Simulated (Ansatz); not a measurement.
HgSe, pressure series

The parent structure is HgSe in the zinc blende structure (space group F-43m, No. 216; a = 6.133 Å).

Cell and atoms are relaxed at each pressure.

All numbers come from PBEsol, PAW, 420 eV (Ansatz, a program for electronic structure; no spin-orbit coupling).

Notes on the quantities. enthalpy: H = E + PV relative to the base's energy.

```json
[
 {"case": "base", "shortest interatomic distance": "2.656 Å", "enthalpy": "–"},
 {"case": "pressure −2 GPa", "shortest interatomic distance": "2.695 Å", "enthalpy": "-0.37 eV/atom"},
 {"case": "pressure −1 GPa", "shortest interatomic distance": "2.674 Å", "enthalpy": "-0.18 eV/atom"},
 {"case": "pressure 3 GPa", "shortest interatomic distance": "2.611 Å", "enthalpy": "+0.53 eV/atom"},
 {"case": "pressure 7 GPa", "shortest interatomic distance": "?", "enthalpy": "+1.19 eV/atom"},
 {"case": "pressure 15 GPa", "shortest interatomic distance": "?", "enthalpy": "+2.44 eV/atom"},
 {"case": "pressure 30 GPa", "shortest interatomic distance": "2.415 Å", "enthalpy": "+4.56 eV/atom"},
 {"case": "pressure 50 GPa", "shortest interatomic distance": "?", "enthalpy": "+7.14 eV/atom"},
 {"case": "pressure 75 GPa", "shortest interatomic distance": "?", "enthalpy": "+10.09 eV/atom"},
 {"case": "pressure 100 GPa", "shortest interatomic distance": "2.229 Å", "enthalpy": "+12.84 eV/atom"}
]
```

Task: What belongs in the blanks?

Result: 
- pressure 7 GPa, shortest interatomic distance: 2.565 Å
- pressure 15 GPa, shortest interatomic distance: 2.498 Å
- pressure 50 GPa, shortest interatomic distance: 2.341 Å
- pressure 75 GPa, shortest interatomic distance: 2.277 Å

The mesh was chosen for an insulator and is coarse for the gapless case. Load acts through the strain it causes; cell and atoms are relaxed under it. Stability against distortions was not tested. Tetrahedral semiconductors of this kind turn to denser phases somewhere between about 1 and 50 GPa; those were not computed, so compressed cells here can lie past the real transition. All final runs are without spin polarisation.
